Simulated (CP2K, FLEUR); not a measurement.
A CP2K input for a self-consistent single point of MoN2 (C2/m, 6 atoms in the cell) (DFT PBEsol, GPW, DZVP-MOLOPT-SR-GTH basis, GTH-PBE potentials (GTH_POTENTIALS)):

```
&GLOBAL
  PROJECT calc
  RUN_TYPE ENERGY_FORCE
  PRINT_LEVEL LOW
&END GLOBAL
&FORCE_EVAL
  METHOD Quickstep
  STRESS_TENSOR ANALYTICAL
  &DFT
    BASIS_SET_FILE_NAME BASIS_MOLOPT
    POTENTIAL_FILE_NAME GTH_POTENTIALS
    &QS
      METHOD GPW
      EPS_DEFAULT 1E-10
    &END QS
    &MGRID
      CUTOFF 500
      REL_CUTOFF 40
      NGRIDS 5
    &END MGRID
    &SCF
      SCF_GUESS ATOMIC
      EPS_SCF 1E-7
      MAX_SCF 100
      ADDED_MOS 9
      &DIAGONALIZATION
        ALGORITHM STANDARD
      &END DIAGONALIZATION
      &MIXING
        METHOD BROYDEN_MIXING
        ALPHA 0.3
        NBUFFER 10
      &END MIXING
      &SMEAR ON
        METHOD FERMI_DIRAC
        ELECTRONIC_TEMPERATURE [K] 1160.45
      &END SMEAR
    &END SCF
    &KPOINTS
      SCHEME MONKHORST-PACK 6 6 6
      GAMMA_CENTERED T
    &END KPOINTS
    &XC
      &XC_FUNCTIONAL
        &PBE
          PARAMETRIZATION PBESOL
        &END PBE
      &END XC_FUNCTIONAL
    &END XC
    &PRINT
      &MO
        EIGENVALUES T
        OCCUPATION_NUMBERS T
        NDIGITS 8
        FILENAME mo
        &EACH
          QS_SCF 0
        &END EACH
        ADD_LAST NUMERIC
      &END MO
      &MULLIKEN OFF
      &END MULLIKEN
    &END PRINT
  &END DFT
  &SUBSYS
    &CELL
      A 5.67640900 0.00000000 0.00000000
      B 4.44760600 3.52709800 0.00000000
      C -1.49628500 -0.52129000 3.87010200
      PERIODIC XYZ
    &END CELL
    &COORD
      Mo       2.84334772     0.99059151     2.67872980
      Mo       5.78438228     2.01521649     1.19137220
      N        1.02310339     0.35643805     1.71627413
      N        7.60462661     2.64936995     2.15382787
      N        3.96940738     1.38289880     0.60021412
      N        4.65832262     1.62290920     3.26988788
    &END COORD
    &KIND Mo
      BASIS_SET DZVP-MOLOPT-SR-GTH
      POTENTIAL GTH-PBE-q14
    &END KIND
    &KIND N
      BASIS_SET DZVP-MOLOPT-SR-GTH
      POTENTIAL GTH-PBE-q5
    &END KIND
  &END SUBSYS
  &PRINT
    &FORCES ON
    &END FORCES
    &STRESS_TENSOR ON
    &END STRESS_TENSOR
  &END PRINT
&END FORCE_EVAL
```

Problem. Write the same calculation as an input for FLEUR.

Solution. This is the input that was run; spellings and numerical settings could be chosen otherwise.

Input of the input generator:

```
scf MoN2
&input film=f /
10.1297124849 -3.5290824350 -0.0000000000
10.1297124849 3.5290824350 0.0000000000
-2.9942540369 0.0000000000 7.3134328544
1.0
1.0 1.0 1.0

6
42 0.3831500000 0.3831500000 0.6921600000
42 0.6168500000 0.6168500000 0.3078400000
7 0.1666000000 0.1666000000 0.4434700000
7 0.8334000000 0.8334000000 0.5565300000
7 0.4150000000 0.4150000000 0.1550900000
7 0.5850000000 0.5850000000 0.8449100000

&comp jspins=1 /
&exco xctyp='PBEs' /
&kpt div1=6 div2=6 div3=6 gamma=t /
&end /
```

```xml
<?xml version="1.0" encoding="UTF-8" standalone="no"?>
<fleurInput fleurInputVersion="0.39">
   <comment>
      scf MoN2                                                                                            
   </comment>
   <calculationSetup>
      <cutoffs Kmax="4.7" Gmax="18.8" GmaxXC="18.8" numbands="0"/>
      <scfLoop itmax="100" minDistance="0.00001" maxIterBroyd="25" imix="Anderson" alpha="0.05" precondParam="0.0" spinf="2.0"/>
      <coreElectrons ctail="T" frcor="F" kcrel="0" coretail_lmax="0"/>
      <xcFunctional name="PBEs" relativisticCorrections="F"/>
      <magnetism jspins="1"/>
      <soc l_soc="F" theta="0.0" phi="0.0" spav="F"/>
      <expertModes spex="0" secvar="F"/>
      <geometryOptimization l_f="T" forcealpha="1.0" forcemix="BFGS" epsdisp="0.00001" epsforce="0.00001"/>
      <ldaU l_linMix="F" mixParam="0.05" spinf="1.0"/>
   </calculationSetup>
   <cell>
      <bzIntegration valenceElectrons="48.0" mode="hist" fermiSmearingEnergy="0.00367493">
         <kPointListSelection listName="default-1"/>
         <!-- k-points included here -->
         <xi:include xmlns:xi="http://www.w3.org/2001/XInclude" href="kpts.xml"> </xi:include>
      </bzIntegration>
      <!-- symmetry operations included here -->
      <xi:include xmlns:xi="http://www.w3.org/2001/XInclude" href="sym.xml"> </xi:include>
      <bulkLattice scale="1.0">
         <bravaisMatrix>
            <row-1>   10.1297124849000006    -3.5290824349999999     0.0000000000000000</row-1>
            <row-2>   10.1297124849000006     3.5290824349999999     0.0000000000000000</row-2>
            <row-3>   -2.9942540369000001     0.0000000000000000     7.3134328544000002</row-3>
         </bravaisMatrix>
      </bulkLattice>
   </cell>
   <atomSpecies>
      <species name="Molybdenum (Mo)" element="Mo" atomicNumber="42">
         <mtSphere radius="2.07" gridPoints="715" logIncrement="0.018"/>
         <atomicCutoffs lmax="8" lnonsphr="6"/>
         <electronConfig flipSpins="F">
            <coreConfig>(1s1/2) (2s1/2) (2p1/2) (2p3/2) (3s1/2) (3p1/2) (3p3/2) (3d3/2) (3d5/2)</coreConfig>
            <valenceConfig>(4s1/2) (4p1/2) (4p3/2) (5s1/2) (4d3/2) (4d5/2)</valenceConfig>
            <stateOccupation state="(5s1/2)" spinUp="0.5" spinDown="0.5"/>
            <stateOccupation state="(4d3/2)" spinUp="1.0" spinDown="1.0"/>
            <stateOccupation state="(4d5/2)" spinUp="1.5" spinDown="1.5"/>
         </electronConfig>
         <energyParameters s="5" p="5" d="4" f="4"/>
         <lo type="SCLO" l="0" n="4" eDeriv="0"/>
         <lo type="SCLO" l="1" n="4" eDeriv="0"/>
      </species>
      <species name="Nitrogen (N)" element="N" atomicNumber="7">
         <mtSphere radius="1.17" gridPoints="405" logIncrement="0.025"/>
         <atomicCutoffs lmax="6" lnonsphr="4"/>
         <electronConfig flipSpins="F">
            <coreConfig>(1s1/2)</coreConfig>
            <valenceConfig>(2s1/2) (2p1/2) (2p3/2)</valenceConfig>
            <stateOccupation state="(2p1/2)" spinUp="0.5" spinDown="0.5"/>
            <stateOccupation state="(2p3/2)" spinUp="1.0" spinDown="1.0"/>
         </electronConfig>
         <energyParameters s="2" p="2" d="3" f="4"/>
      </species>
   </atomSpecies>
   <atomGroups>
      <atomGroup species="Molybdenum (Mo)">
         <relPos label="                   1">.3831500000 .3831500000 -.3078400000</relPos>
         <relPos label="                   2">-.3831500000 -.3831500000 .3078400000</relPos>
         <force calculate="T" relaxXYZ="TTT"/>
      </atomGroup>
      <atomGroup species="Nitrogen (N)">
         <relPos label="                   3">.1666000000 .1666000000 .4434700000</relPos>
         <relPos label="                   4">-.1666000000 -.1666000000 -.4434700000</relPos>
         <force calculate="T" relaxXYZ="TTT"/>
      </atomGroup>
      <atomGroup species="Nitrogen (N)">
         <relPos label="                   5">.4150000000 .4150000000 .1550900000</relPos>
         <relPos label="                   6">-.4150000000 -.4150000000 -.1550900000</relPos>
         <force calculate="T" relaxXYZ="TTT"/>
      </atomGroup>
   </atomGroups>
   <output dos="F" band="F" slice="F">
      <checks vchk="F" cdinf="F"/>
      <bandDOS minEnergy="-.5*Htr" maxEnergy="0.5*Htr" sigma="0.015" storeEVData="T"/>
      <vacuumDOS vacdos="F" integ="F" star="F" nstars="0" locx1="0.0" locy1="0.0" locx2="0.0" locy2="0.0" nstm="0" tworkf="0.0"/>
      <unfoldingBand unfoldBand="F" supercellX="1" supercellY="1" supercellZ="1"/>
      <plotting iplot="0" polar="F">
         <plot TwoD="T" vec1="  1.0  0.0  0.0" vec2="  0.0  1.0  0.0" vec3="  0.0  0.0  1.0" zero="  0.0  0.0  0.0" file="plot"/>
      </plotting>
      <chargeDensitySlicing numkpt="0" minEigenval="0.0" maxEigenval="0.0" nnne="0" pallst="F"/>
      <specialOutput eonly="F"/>
      <magneticCircularDichroism mcd="F" energyLo="-10.0" energyUp="0.0"/>
   </output>
  <!-- We include the file relax.xml here to enable relaxations (see documentation) -->
  <xi:include xmlns:xi="http://www.w3.org/2001/XInclude" href="relax.xml"> <xi:fallback/> </xi:include>
</fleurInput>
```

Basis, cutoffs, solver keys and any potentials are the target program's own. This input uses DFT, PBEsol, all-electron FLAPW (FLEUR), scalar-relativistic valence.

The starting cell comes from a database of computed structures (which also holds hypothetical and non-ambient phases and stackings), without a prior relaxation at this level. Its lattice was rescaled by a random factor within 2.5 % of one.
